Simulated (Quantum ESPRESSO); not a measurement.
Worked example: self-consistent single point of Sr3AlN3 (P6_3/m, 14 atoms in the cell) in Quantum ESPRESSO.

Method: PBEsol, PseudoDojo standard norm-conserving (PBESOL) pseudopotentials (plane waves; Quantum ESPRESSO).

```xyz
14
Lattice="7.6614 0.0000 0.0000 -3.8307 6.6350 0.0000 0.0000 0.0000 5.3959" Properties=species:S:1:pos:R:3 pbc="T T T"
Sr     4.6543     4.2508     1.3490
Sr    -0.8236     2.3842     4.0469
Sr    -1.3541     6.1561     4.0469
Sr     5.1848     0.4788     1.3490
Sr     1.6530     1.9054     1.3490
Sr     2.1777     4.7296     4.0469
Al     3.8307     2.2117     4.0469
Al     0.0000     4.4233     1.3490
N      4.5906     3.9114     4.0469
N     -0.7599     2.7236     1.3490
N     -1.0921     5.9313     1.3490
N      4.9228     0.7037     4.0469
N      1.9788     2.0199     4.0469
N      1.8520     4.6151     1.3490
```

Reference input (self-consistent single point, DFT, PBEsol, plane waves, PseudoDojo standard norm-conserving (PBESOL) pseudopotentials): ecutwfc = 85 Ry; occupations = smearing; smearing = gauss; degauss = 0.000734986 Ry; potentials = {Sr: Sr.upf, Al: Al.upf, N: N.upf}; K_POINTS = automatic 3 3 3 0 0 0; conv_thr = 1e-08 Ry; mixing_beta = 0.5. This run's input differs from it in these lines:

```diff
@@ -11,3 +11,3 @@
   ntyp = 3,
-  ecutwfc = 85,
+  ecutwfc = 42,
   occupations = 'smearing',
```

Output, abridged:

```
     Self-consistent Calculation

     iteration #  1     ecut=    42.00 Ry     beta= 0.50

     total energy              =    -542.00755061 Ry
     estimated scf accuracy    <       5.26094708 Ry

     iteration #  2     ecut=    42.00 Ry     beta= 0.50

     total energy              =    -543.29281188 Ry
     estimated scf accuracy    <       4.67668540 Ry

     iteration #  3     ecut=    42.00 Ry     beta= 0.50

     total energy              =    -544.05715699 Ry
     estimated scf accuracy    <       0.11353880 Ry

   [... 7 blocks of this kind left out ...]

     iteration # 11     ecut=    42.00 Ry     beta= 0.50

     total energy              =    -544.08854566 Ry
     estimated scf accuracy    <       0.00000002 Ry

     iteration # 12     ecut=    42.00 Ry     beta= 0.50
     End of self-consistent calculation

     the Fermi energy is     7.3455 ev

!    total energy              =    -544.08854568 Ry
     estimated scf accuracy    <          2.7E-09 Ry
     smearing contrib. (-TS)   =      -0.00000000 Ry
     internal energy E=F+TS    =    -544.08854568 Ry

     convergence has been achieved in  12 iterations

     Forces acting on atoms (cartesian axes, Ry/au):

     atom    1 type  1   force =     0.00329590   -0.00072755   -0.00000000
     atom    2 type  1   force =    -0.00329590    0.00072755   -0.00000000
     atom    3 type  1   force =     0.00227803    0.00249056   -0.00000000
     atom    4 type  1   force =    -0.00227803   -0.00249056   -0.00000000
     atom    5 type  1   force =    -0.00101788    0.00321811   -0.00000000
   [... lines left out ...]

     Total force =     0.010664     Total SCF correction =     0.000148

          total   stress  (Ry/bohr**3)                   (kbar)     P=     -187.86
  -0.00127218   0.00000000   0.00000000         -187.14        0.00        0.00
   0.00000000  -0.00127218   0.00000000            0.00     -187.14        0.00
  -0.00000000  -0.00000000  -0.00128676           -0.00       -0.00     -189.29

   JOB DONE.
```

The run converged in 12 iterations. Against the reference run the free energy rises by 513 meV/atom, the pressure goes from -2.90 to -18.79 GPa, the largest force goes from 0.101 to 0.087 eV/Å and the gap on the mesh goes from 0.452 to 0.441 eV.

The starting cell comes from a database of computed structures (which also holds hypothetical and non-ambient phases and stackings), without a prior relaxation at this level. At the lowered cutoff the pressure carries the error of an incomplete plane-wave basis.

Cost on one core of a shared machine: roughly 40 s.
